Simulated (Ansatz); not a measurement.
Band structure of CrO2 (P4_2/mnm, 6 atoms in the cell).

```xyz
6
Lattice="4.4533 0.0000 0.0000 0.0000 4.4533 0.0000 0.0000 0.0000 2.9430" Properties=species:S:1:pos:R:3 pbc="T T T"
Cr     0.0000     0.0000     1.4715
Cr     2.2266     2.2266     0.0000
O      0.8785     0.8785     0.0000
O      3.5748     3.5748     0.0000
O      1.3482     3.1051     1.4715
O      3.1051     1.3482     1.4715
```
Moments meant for the start (each program seeds them in its own way; μB, in the order of the atoms Cr Cr O O O O): 3.0 3.0 0.0 0.0 0.0 0.0.

Method of the run: PBE, PAW files (plane waves; Ansatz, an electronic-structure program).

Settings: basis.ecutwfc = 420 eV; kpoints.mp_grid.grid = 5 5 7; hamiltonian.xc = pbe; hamiltonian.pseudopotentials = {kind: paw} (the program's default PAW files); magnetization.spin_polarized = true; scf.occupations.method = gaussian; scf.occupations.width = 0.272 eV; kpoints.band_path.npoints = 8.

The starting cell comes from a database of computed structures (which also holds hypothetical and non-ambient phases and stackings), without a prior relaxation at this level. Its lattice was rescaled by a random factor within 2.5 % of one. The magnetic order is the one reached from the typed start; others were not searched systematically.

Levels in eV from the Fermi level, bands 25 to 32 of the first spin channel:
```tsv
point	25	26	27	28	29	30	31	32
Γ	-1.20	-1.15	-1.15	-1.14	-0.60	1.06	1.14	3.67
X	-0.81	-0.81	-0.35	-0.35	0.31	0.31	3.22	3.22
M	-1.48	-1.48	-1.13	-1.13	0.85	0.85	2.63	2.63
Z	-0.75	-0.75	-0.02	-0.02	0.70	0.70	2.40	2.40
R	-1.42	-1.42	-0.75	-0.75	0.89	0.89	1.57	1.57
A	-0.75	-0.75	-0.23	-0.23	0.03	0.03	2.81	2.81
```

Bands cross the Fermi level along this path, so the cell is metallic at this level.

The net moment of the cell came out as 4.00 μB.

Keys are those of Ansatz 0.2.
